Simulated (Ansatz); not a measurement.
**Hypothetical rock salt WGe: response to strain**

Start from WGe in the rock salt structure (space group Fm-3m, No. 225; a = 5.158 Å; a hypothetical phase, not in the database extracts checked; relaxed with 0.1 eV smearing). Axes: x, y, z lie along the cube axes.

Strains are applied to the cell and any free atomic positions relax; under biaxial strain the out-of-plane vector relaxes too; under stress the whole cell relaxes.

All numbers come from PBE (Ansatz, a program for electronic structure; PAW; 420 eV plane waves; scalar-relativistic without spin-orbit coupling), earlier PAW set.

Notes on the quantities. pressure: mean of the normal stresses, compression positive; energy relative to the base: free energy F.

| change | pressure | energy relative to the base | space group |
|---|---|---|---|
| base | 0.0 GPa | 0 meV/atom | Fm-3m (No. 225) |
| biaxial strain −1.87 %, plane normal [001], relaxed out of plane | 6.0 GPa | +17 meV/atom | I4/mmm (No. 139) |
| biaxial strain −1.50 %, plane normal [001], relaxed out of plane | 4.7 GPa | +11 meV/atom | I4/mmm (No. 139) |
| biaxial strain +2.76 %, plane normal [110], relaxed out of plane | -2.1 GPa | +10 meV/atom | Immm (No. 71) |
| biaxial strain −1.38 %, plane normal [111], relaxed out of plane | -1.3 GPa | -2.6 meV/atom | R-3m (No. 166) |
| isotropic strain −1.23 % | 6.9 GPa | +13 meV/atom | Fm-3m (No. 225) |
| uniaxial strain ε_zz = −2.27 % | 4.4 GPa | +12 meV/atom | I4/mmm (No. 139) |
| tensor shear ε_yz = +1.51 % | 0.0 GPa | -0.7 meV/atom | Immm (No. 71) |
| uniaxial stress, 0.5 GPa tension along x | – | 0.0 meV/atom | I4/mmm (No. 139) |
| tensor shear ε_xy = +0.77 % | 0.0 GPa | -0.2 meV/atom | Immm (No. 71) |

A biaxial case was relaxed in a doubled cell and then solved in the primitive one. Beyond what the load breaks, stability against distortions was not tested. The final runs are not spin-polarised. Under biaxial strain −1.38 %, plane normal [111], relaxed out of plane, tensor shear ε_yz = +1.51 % and tensor shear ε_xy = +0.77 % the cell ends below the base's energy or with stress of the wrong sign: the atoms slid into a distortion or the cell is elastically unstable, so the base is not a stable minimum at this level. WGe has a high density of states at the Fermi level and may be magnetic at this level.
